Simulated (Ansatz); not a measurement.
## GaAs, pressure series

The parent structure is GaAs in the zinc blende structure (space group F-43m, No. 216; a = 5.7461 Å).

Cell and atoms are relaxed at each pressure.

Level of theory: Kohn–Sham DFT with the PBE functional, run in Ansatz (a first-principles code) with PAW and 420 eV plane waves, scalar-relativistic without spin-orbit coupling, earlier PAW set.

Candidates:
(a) pressure 30 GPa
(b) pressure 45 GPa
(c) pressure −1 GPa

Base values:

| Item | Value |
|---|---|
| Band gap | 0.16 eV |

**Question.** Order them by band gap, highest first.

**Answer.** (a) pressure 30 GPa (0.97 eV), (b) pressure 45 GPa (0.76 eV), (c) pressure −1 GPa (zero)

Load acts through the strain it causes; cell and atoms are relaxed under it. Stability against distortions was not tested. All final runs are without spin polarisation. Measured, GaAs leaves this structure (for a Cmcm phase) near 15 GPa (room temperature; as listed in arXiv:1906.07825). Gaps under 0.05 eV, about the width of the smearing, are given as zero. The zero or small gap of GaAs can change with the level of theory.
